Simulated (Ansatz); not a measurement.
Take BeSe in the zinc blende structure (space group F-43m, No. 216; a = 5.0816 Å) as the base.

Calculations: LDA (Ansatz, a program for electronic structure, PAW, spin-orbit coupling left out).

Strains are applied to the cell and any free atomic positions relax.

One change was made to it. Results:

The smallest direct gap shrinks by 0.436 eV, from 4.43 eV to 4.00 eV; the width of the top valence band drops by 0.28 eV (3.50 eV → 3.22 eV); the band gap grows by 0.12 eV (2.40 eV → 2.52 eV); the energy grows by 15 meV/atom.

Name the change that was made.
(A) isotropic strain +2.00 %
(B) isotropic strain +3.00 %
(C) isotropic strain +0.50 %

A, isotropic strain +2.00 %. For comparison, the band gap in the other runs: isotropic strain +0.50 % gives 2.43 eV; isotropic strain +3.00 % gives 2.58 eV.

Whether these cells are dynamically stable was not tested.
